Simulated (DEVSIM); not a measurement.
Device: illuminated Si p-on-n cell, one wavelength, at 300 K.

Layer 1 from the left is Si, thickness (μm) 0.160, Na (cm⁻³) 1.3e18, τn (s) 1.6e-6, τp (s) 1.7e-6, absorption coefficient (cm⁻¹) 880. Layer 2 from the left is Si, thickness (μm) 100, Nd (cm⁻³) 1.3e17, τn (s) 5.3e-5, τp (s) 5.3e-5, absorption coefficient (cm⁻¹) 880.

Left contact: ohmic, minority electron recombination velocity 3e6 cm/s. Right contact: ohmic, minority hole recombination velocity 20000 cm/s. Voltage is applied to the left contact. Recombination: SRH at mid-gap, radiative, Auger. Light enters at the left, 1.9e18 photons cm⁻² s⁻¹, one pass, no reflection. Mobility is μmin + (μ − μmin)/(1 + (N/Nref)^α).

The device is made up for the run: typed textbook-type constants, with dimensions and the other settings drawn at random. Values at 300 K.

Si: gap (eV) 1.124, affinity (eV) 4.05, permittivity 11.7, Nc (cm⁻³) 2.86e19, Nv (cm⁻³) 3.1e19, μn (cm²/Vs) 1417, μp (cm²/Vs) 470, μn,min 52, μp,min 45, Nref,n 9.7e16, Nref,p 2.2e17, αn 0.68, αp 0.72, B (cm³/s) 4.7e-15, Cn (cm⁶/s) 2.8e-31, Cp (cm⁶/s) 9.9e-32.

DEVSIM, 1D drift-diffusion, Boltzmann statistics, complete ionisation; no tunnelling, impact ionisation, image-force lowering or self-heating.

Dark forward current:

| |V| (V) | |J| (A/cm²) |
|---|---|
| 0.05 | 5.248e-11 |
| 0.10 | 3.276e-10 |
| 0.15 | 2.016e-9 |
| 0.20 | 1.311e-8 |
| 0.25 | 8.821e-8 |
| 0.30 | 6.026e-7 |
| 0.35 | 4.143e-6 |
| 0.40 | 2.856e-5 |
| 0.45 | 0.0001970 |
| 0.50 | 0.001360 |
| 0.55 | 0.009384 |
| 0.60 | 0.06467 |
| 0.65 | 0.4418 |
| 0.70 | 2.856 |
| 0.75 | 14.47 |
| 0.80 | 45.46 |
| 0.85 | 96.33 |
| 0.90 | 164.3 |
| 0.95 | 248.2 |
| 1.00 | 347.9 |
| 1.05 | 463.2 |
| 1.10 | 594.3 |
| 1.15 | 741.2 |
| 1.20 | 903.9 |
| 1.25 | 1083 |
| 1.30 | 1277 |

Q: Work out the local ideality factor n = ΔV / (kT/q · ln(J2/J1)) between the rows 0.15 and 0.20 V, 0.45 and 0.50 V, 1.25 and 1.30 V.

A: kT/q = 25.85 mV. From 0.15 to 0.20 V: ln(1.311e-8/2.016e-9) = 1.872, n = 1.03, near the 1 of diffusion or emission over a barrier. From 0.45 to 0.50 V: ln(0.001360/0.0001970) = 1.932, n = 1.00, near the 1 of diffusion or emission over a barrier. From 1.25 to 1.30 V: ln(1277/1083) = 0.165, n = 11.74.

Q: What current could the absorbed light give at most, and what share is collected?

A: Σ αd = 8.81, so qΦ(1 − exp(−Σ αd)) = 304 mA/cm². The simulated short-circuit current is 267.7 mA/cm², a share of 0.88.

Q: Estimate the open-circuit voltage by superposition: the voltage at which the dark current equals that short-circuit current.

A: Interpolating ln J in the table gives 0.637 V. The simulation gives 0.637 V, the same within the digits that matter. Superposition holds where collection doesn't change with voltage.

Q: Estimate the fill factor from FF0 = (v − ln(v + 0.72))/(v + 1), v = qVoc/(nkT), with n from the dark curve.

A: The rows about Voc, 0.60 and 0.65 V, give n = 1.01, so v = 24.5 and FF0 = 0.834. The simulation gives 0.835, the same within the digits that matter.
